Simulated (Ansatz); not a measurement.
Ansatz (a quantum-chemistry and plane-wave program) run on Mg14GaSb (P-6m2, 16 atoms in the cell): relaxation of cell and atoms.

Method of the run: PBEsol, default PAW files made with PBE (plane waves; Ansatz).

```yaml
crystal:
  lattice:
    - [6.35852, 0.00000, 0.00000]
    - [-3.17926, 5.50664, 0.00000]
    - [0.00000, 0.00000, 10.26539]
  atoms:
    - { symbol: Mg, position: [0.00011, 0.50006, 0.00000] }
    - { symbol: Mg, position: [0.49994, 0.99989, 0.00000] }
    - { symbol: Mg, position: [0.49994, 0.50006, 0.00000] }
    - { symbol: Mg, position: [0.99883, 0.49941, 0.50000] }
    - { symbol: Mg, position: [0.50058, 0.00117, 0.50000] }
    - { symbol: Mg, position: [0.50058, 0.49941, 0.50000] }
    - { symbol: Mg, position: [0.16775, 0.83225, 0.24701] }
    - { symbol: Mg, position: [0.66450, 0.83225, 0.75299] }
    - { symbol: Mg, position: [0.16775, 0.33550, 0.24701] }
    - { symbol: Mg, position: [0.16775, 0.83225, 0.75299] }
    - { symbol: Mg, position: [0.66450, 0.83225, 0.24701] }
    - { symbol: Mg, position: [0.16775, 0.33550, 0.75299] }
    - { symbol: Mg, position: [0.66667, 0.33333, 0.25049] }
    - { symbol: Mg, position: [0.66667, 0.33333, 0.74951] }
    - { symbol: Ga, position: [0.00000, 0.00000, 0.00000] }
    - { symbol: Sb, position: [0.00000, 0.00000, 0.50000] }
```

Reference input (self-consistent single point, DFT, PBEsol, plane waves, default PAW files made with PBE): basis.ecutwfc = 420 eV; kpoints.mp_grid.grid = 5 5 3; hamiltonian.xc = pbesol; hamiltonian.pseudopotentials = {kind: paw} (the program's default PAW files); scf.occupations.method = fermi_dirac; scf.occupations.width = 0.05 eV. This run's input differs from it in these lines:

```diff
@@ -35,2 +35,4 @@
     width: 0.05 eV
+relax:
+  cell: {}
 output:
```

Output (repeated stretches shortened):

```
   [... SCF lines of the steps left out ...]
relax step   1: F+E_penalty+E_count = -36920.70803210 eV  Δ(F+E_penalty+E_count) = +0.000e0 eV  max|allowed force component| = 4.352e-2 eV/Å  Δτ_max = 0.0000 Å  P = -0.864 GPa  Ω = 359.433 Å³  (8 SCF iters, dr2 threshold 1.00e-7 eV, accepted)
relax step   2: F+E_penalty+E_count = -36920.73288895 eV  Δ(F+E_penalty+E_count) = -2.486e-2 eV  max|allowed force component| = 1.819e-2 eV/Å  Δτ_max = 0.0111 Å  P = +0.031 GPa  Ω = 351.143 Å³  energy of the carried Pulay correction = +3.567e-4 eV  [...]
   [... lines left out ...]
relax step   5: F+E_penalty+E_count = -36920.73516764 eV  Δ(F+E_penalty+E_count) = -3.973e-4 eV  max|allowed force component| = 3.834e-3 eV/Å  Δτ_max = 0.0028 Å  P = +0.009 GPa  Ω = 351.124 Å³  energy of the carried Pulay correction = +3.575e-4 eV  [...]
relax step   6: F+E_penalty+E_count = -36920.73479030 eV  Δ(F+E_penalty+E_count) = +3.773e-4 eV  max|allowed force component| = 3.832e-3 eV/Å  Δτ_max = 0.0000 Å  P = +0.009 GPa  Ω = 351.124 Å³  stress off target by 1.64e-2 GPa  SCF on the basis [...]
basis re-selected at this cell: Δ(F+E_penalty+E_count) = +3.773e-4 eV, ΔP = +0.001 GPa vs the last step
the relaxation is at rest under the 12 symmetry operations that the run kept from its start: a minimum is not shown …
Stability not checked: this state was not tested for a lower state beside it, because too few of the mixer's solves of this state at the end of the SCF gave a …
Free energy (F): -36920.734790 eV
Internal energy: -36920.671928 eV  (E = F + TS)
   [... lines left out ...]
Fermi energy:    6.735409 eV
  cell:  # Å, volume = 351.1242 Å³
   [... lines left out ...]
    - { symbol: Mg, position: [0.6666666666666665, 0.33333333333333337, 0.25111975344106024] }
    - { symbol: Mg, position: [0.6666666666666665, 0.33333333333333337, 0.7488802465589396] }
    - { symbol: Ga, position: [-1.5690271727425858e-17, 6.64122226764457e-17, -3.234528014266234e-20] }
    - { symbol: Sb, position: [-1.5690271727425858e-17, 6.64122226764457e-17, 0.4999999999999999] }
```

The run converged. 

Summary of the result:
| Item | Value |
|---|---|
| Free energy E − TS (on the zero of these files) | -36920.7348 eV |
| Fermi level (on the code's own zero) | 6.74 eV |
| Pressure | 0.01 GPa |
| Largest force (vector length) | 0.004 eV/Å |
| Final cell | a = b = 6.3365 Å, c = 10.0978 Å, α = β = 90.00°, γ = 120.00° |
| Final volume per atom | 21.95 Å³ |
| Relaxation steps | 6 |

The starting cell comes from a database of computed structures (which also holds hypothetical and non-ambient phases and stackings), without a prior relaxation at this level. The relaxation keeps the symmetry of its start, so its end need not be a minimum. Ansatz's pressure includes its estimate of the finite-basis (Pulay) stress. The run gives no clean gap (levels at the Fermi energy touch, overlap or are partly filled at this smearing), which alone does not show that the compound is a metal.

Cost on one core of a shared machine: roughly 3 min.

Keys are those of Ansatz 0.2.
